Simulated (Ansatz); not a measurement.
Checking a run of Ansatz (a program for electronic structure) on FeF3 (Fd-3m, 16 atoms in the cell). The aim is a self-consistent single point with DFT, PBEsol+U, plane waves, default PAW files made with PBE.

Cell that was meant: a = 7.3009 Å, b = 7.3009 Å, c = 7.3009 Å, α = 60.00°, β = 60.00°, γ = 60.00°.

Part of the input:

Ansatz 0.2 input:
```yaml
    - { symbol: F, position: [0.93540000, 0.93540000, 0.56460000] }
    - { symbol: F, position: [0.31460000, 0.68540000, 0.68540000] }
    - { symbol: F, position: [0.56460000, 0.56460000, 0.93540000] }
total_charge: 1.0
kpoints:
  mp_grid:
    grid: [3, 3, 3]
```

Log, with long lists cut:

```
WARN basis.ecutwfc = 420 eV, the default
WARN ansatz: RAYON_NUM_THREADS=1 ignored (pool sized by the plan → 1); use --threads N
   [... lines left out ...]
PAW frozen core: F, regenerated for the run's functional, and the local potential with it
Initial density: superposition of atomic densities (chi_scale 0.1, normalization cell, long waves kept (reshape's long-wave potential 0.39 eV rms))
Starting moments: Σ|m| = 16 μB on 4 of 16 sites
Initial wavefunctions: pseudopotential atomic-orbital guess
Eigensolver: davidson
Functional: x = pbesol(κ = 0.804, μ = 0.12345679012345678), c = pbesol(β = 0.046)
SCF iter   1: F=—  HF=-27452.287173 eV  |F-HF|=—  |Δ(HF+E_count)|=         —  Δρ=4.27e-1 (↑1.54e-1 ↓4.27e-1)  dr2=8.40e2  dr2_m=5.86e1  M=4.253 μB ∫|m|=4.260 μB  β_m=0.30  ethr=3.10e-3  ⟨swp⟩=5.6  Hψ=3290  notcnv=0  defer=40
all-band conjugate gradients solve this SCF's bands
preconditioner: auto → none
   [... lines left out ...]
SCF iter  15: F=—  HF=-27393.195401 eV  |F-HF|=—  |Δ(HF+E_count)|=   9.47e-6  S|Δr|=    0.00e0  Δρ=1.41e-5 (↑1.01e-5 ↓1.41e-5)  dr2=1.11e-6  dr2_m=1.93e-8  M=19.000 μB ∫|m|=19.029 μB  β_m=0.63  ethr=2.03e-9  ⟨swp⟩=2.2  Hψ=1178  notcnv=0  defer=85
SCF iter  16: F=-27393.195400 eV  HF=-27393.195400 eV  |F-HF|=1.33e-7  |Δ(HF+E_count)|=   1.08e-6  S|Δr|=    0.00e0  Δρ=3.19e-6 (↑2.26e-6 ↓3.19e-6)  dr2=6.41e-8  dr2_m=2.71e-9  M=19.000 μB ∫|m|=19.029 μB  ethr=6.80e-11  ⟨swp⟩=12.1  Hψ=3912  notcnv=0
SCF 1 converged in 16 iterations: F = -27393.195400 eV  dr2 = 6.41e-8
the last iteration of the SCF fills more bands at one k-point than at another: 81 at σ=↑ k=0 and 84 at σ=↑ k=3 …
Stability not checked (fill_not_monotonic)
Magnetization: 19.0000 μB (83.0000 up, 64.0000 down)
Absolute magnetization: 19.0289 μB (∫|ρ↑−ρ↓|, with the PAW one-centre terms)
Spin contamination: 0.2611 ħ² per cell (⟨S²⟩ above its minimum at these occupations)
   [... lines left out ...]
Free energy (F): -27393.195400 eV
Fermi energy:    -1.031437 eV
   [... lines left out ...]
--- Stress (GPa, compression-positive) ---
       -0.400370      -0.000000      -0.000000
        0.000000      -0.400370      -0.000000
        0.000000      -0.000000      -0.400370
  P = ⅓ Tr σ = -0.4004 GPa (-4.004 kbar)
  The stress holds the Pulay correction. Without it, at fixed plane waves, as pw.x and ABINIT print it: P = -0.9914 GPa
Occupation matrices written to occupation_matrices
```

Is this run sound? If not, what is wrong?

The run is not sound. The fault is an unintended net charge. A charged periodic cell changes the electron count and is neutralised by a uniform background, so energy, forces and pressure belong to another system. To fix it, remove the charge. The run converged in 16 iterations without an error; against the sound input the pressure goes from 2.49 to -0.40 GPa, the largest force goes from 0.241 to 0.005 eV/Å, no clean gap remains on the mesh (levels overlap or are partly filled), against 2.71 eV before and the size of the net moment goes from 1.25 to 1.19 μB/atom.

An input that runs soundly differs in these lines (not the only fix; some lines may just follow from the change or write a value another way):
```diff
-total_charge: 1.0
```

With that input, the run converged in 15 iterations: free energy E − TS (on the zero of these files) -27393.8088 eV; top of the valence band (on the code's own zero) -0.19 eV; gap on the k-point mesh 2.71 eV; pressure 2.49 GPa; largest force (vector length) 0.241 eV/Å (DFT, PBEsol+U, plane waves, default PAW files made with PBE).

On the sound input: the starting cell comes from a database of published, mostly measured structures (it also holds non-ambient and calculated ones), without a prior relaxation at this level. The magnetic order is the one reached from the typed start; others were not searched systematically. With U or open f shells several self-consistent states can exist. The program warned that, by what it read of turns of the moments, another magnetic order lies lower. Ansatz's pressure includes its estimate of the finite-basis (Pulay) stress. Without the estimate this run gives 1.91 GPa.

These are the values that this program gave, and no reference: magnets with a U can end in a higher state.
